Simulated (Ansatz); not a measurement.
System: fluorite PtAl2. Method: BLYP (Ansatz, a first-principles code, plane waves, PAW).

Numerical settings: plane-wave cutoff 520 eV, 16×16×16 k mesh, Fermi–Dirac smearing 0.05 eV, scalar-relativistic PAW data made under PBE.

Computed at the level's own relaxed cell.

Task: Predict the volume per atom, bulk modulus, lattice parameter a and pressure derivative B′ of the bulk modulus.

Result: 
volume per atom: 18.09 Å³/atom
bulk modulus: 114 GPa
lattice parameter a: 6.010 Å
pressure derivative B′ of the bulk modulus: 4.7

The run finds no gap.

Measured, for comparison: lattice constant a 5.91 Å (temperature not stated, copied from a table, unchecked, not corrected to a static lattice; as tabulated in Crystal Structures 1, 239 (1963)). Computed (rounded) less measured: lattice constant a not scored (unchecked).

Spin–orbit coupling is not included.

The computed numbers hold no vibrational or temperature effects.

The result took around 50 core-seconds (rough).
